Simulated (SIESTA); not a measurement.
Worked example: self-consistent single point of YC2 (P1, 3 atoms in the cell) in SIESTA.

Computed with LDA PW92, numerical atomic orbitals DZP, PseudoDojo LDA standard norm-conserving potentials (rewritten from UPF to PSML) in SIESTA 5.4.2.

```
CELL_PARAMETERS angstrom
     -1.83685     1.83685     3.09306
      1.83685    -1.83685     3.09306
      1.83685     1.83685    -3.09306
ATOMIC_POSITIONS crystal
  Y  0.98927 0.00852 0.00497
  C  0.61680 0.59278 0.99330
  C  0.39393 0.39870 0.00174
```

Reference input (self-consistent single point, DFT, GGA PBEsol, numerical atomic orbitals DZP, PseudoDojo PBEsol standard norm-conserving potentials (rewritten from UPF to PSML)): XC.functional = GGA; XC.authors = PBEsol; potentials = PseudoDojo PBEsol standard; PAO.BasisSize = DZP; PAO.EnergyShift = 0.01 Ry; MeshCutoff = 350 Ry; kgrid.MonkhorstPack = 7 7 9; OccupationFunction = FD; ElectronicTemperature = 1160.45 K; MaxSCFIterations = 150; SCF.Mixer.Method = Broyden; SCF.Mixer.Weight = 0.25. This run's input differs from it in these lines:

```diff
@@ -1,2 +1,2 @@
-# files in the folder: Y.psml C.psml (PseudoDojo PBEsol standard)
+# files in the folder: Y.psml C.psml (PseudoDojo LDA standard)
 SystemName  YC2
@@ -23,4 +23,4 @@
 
-XC.functional                GGA
-XC.authors                   PBEsol
+XC.functional                LDA
+XC.authors                   PW92
 PAO.BasisSize                DZP
```

Output (repeated stretches shortened):

```
        iscf     Eharris(eV)        E_KS(eV)     FreeEng(eV)     dDmax    Ef(eV) dHmax(eV)
   scf:    1    -1430.555462    -1437.336070    -1437.361124  1.789994 -5.617198  5.793167
   scf:    2    -1440.617841    -1439.239710    -1439.266367  0.102588 -5.261884  2.197480
   scf:    3    -1439.679215    -1439.578733    -1439.605056  0.070045 -5.171159  0.262738
   scf:    4    -1439.578459    -1439.581962    -1439.608483  0.014546 -5.213100  0.249181
   scf:    5    -1439.580753    -1439.584261    -1439.610917  0.015571 -5.213114  0.140640
   [... 3 lines left out ...]
   scf:    9    -1439.585818    -1439.585818    -1439.612427  0.000058 -5.217515  0.000509
   scf:   10    -1439.585818    -1439.585818    -1439.612427  0.000023 -5.217513  0.000344
   scf:   11    -1439.585818    -1439.585818    -1439.612427  0.000016 -5.217510  0.000226
   scf:   12    -1439.585818    -1439.585818    -1439.612427  0.000010 -5.217510  0.000157
SCF Convergence by DM+H criterion
max |DM_out - DM_in|         :     0.0000098312
max |H_out - H_in|      (eV) :     0.0001565014
SCF cycle converged after 12 iterations

Using DM_out to compute the final energy and forces

siesta: E_KS(eV) =            -1439.5858

siesta: E_KS - E_eggbox =     -1439.5858

siesta: Atomic forces (eV/Ang):
     1   -0.473215    0.286941    0.345562
     2    0.512628   -0.290410   -0.071634
     3   -0.039974    0.003308   -0.274216
   Tot   -0.000561   -0.000161   -0.000288
   Max    0.512628
   Res    0.308174    sqrt( Sum f_i^2 / 3N )
   Max    0.512628    constrained

Stress tensor Voigt[x,y,z,yz,xz,xy] (kbar):       69.20       67.67       40.65       -3.98        2.77        3.90
(Free)E + p*V (eV/cell)    -1441.1542
Target enthalpy (eV/cell)    -1439.6124

   [... lines left out ...]
siesta: FreeEng =     -1439.612427
siesta: Cell volume =         41.744160 Ang**3
siesta:         -59.17287906        -46.19228528  kBar
   [... lines left out ...]
              0.015   0.042   0.034   0.042   0.009
   3  4.321   1.088   0.223   0.715   0.789   0.714   0.157   0.336   0.157
              0.015   0.042   0.034   0.042   0.009

mulliken: Qtot =       19.000

Mulliken Atomic Populations:
Atom #   charge [q] valence [e]  Species
     1     0.630568   10.369432  Y
     2    -0.309143    4.309143  C
     3    -0.321424    4.321424  C
 Total     0.000000
```

The run converged in 12 iterations. Against the reference run the pressure goes from -2.39 to -5.92 GPa and the largest force goes from 0.737 to 0.652 eV/Å.

The starting cell comes from a database of computed structures (which also holds hypothetical and non-ambient phases and stackings), without a prior relaxation at this level. Its atoms were displaced at random from the sites of space group no. 139. Values carry the incompleteness of an atom-centred basis. With a pressure of about -6 GPa the cell is away from its equilibrium volume at this level.

Cost on one core of a shared machine: roughly 40 s.
